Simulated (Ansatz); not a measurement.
Base system: Al in the fcc (Cu type) structure (space group Fm-3m, No. 225; a = 4.015 Å; relaxed with 0.1 eV smearing). Axes: x, y, z lie along the cube axes.

All numbers come from plane-wave PAW DFT at the PBEsol level (Ansatz, a program for electronic structure, 420 eV), spin-orbit coupling left out.

Strains are applied to the cell and any free atomic positions relax; under biaxial strain the out-of-plane vector relaxes too.

One change was made to it. Results:

The energy goes up by 9.0 meV/atom; the volume per atom grows by 0.46 Å³ to 16.65 Å³; the pressure (mean of the normal stresses, compression positive) goes from zero to -1.9 GPa.

Which of these changes matches the shifts?
A. biaxial strain +3.00 %, plane normal [001], relaxed out of plane
B. biaxial strain −2.50 %, plane normal [001], relaxed out of plane
C. biaxial strain +0.50 %, plane normal [001], relaxed out of plane

A, biaxial strain +3.00 %, plane normal [001], relaxed out of plane. For comparison, the energy relative to the base in the other runs: biaxial strain −2.50 %, plane normal [001], relaxed out of plane gives +7.5 meV/atom; biaxial strain +0.50 %, plane normal [001], relaxed out of plane gives +0.2 meV/atom.

Whether these cells are dynamically stable was not tested.
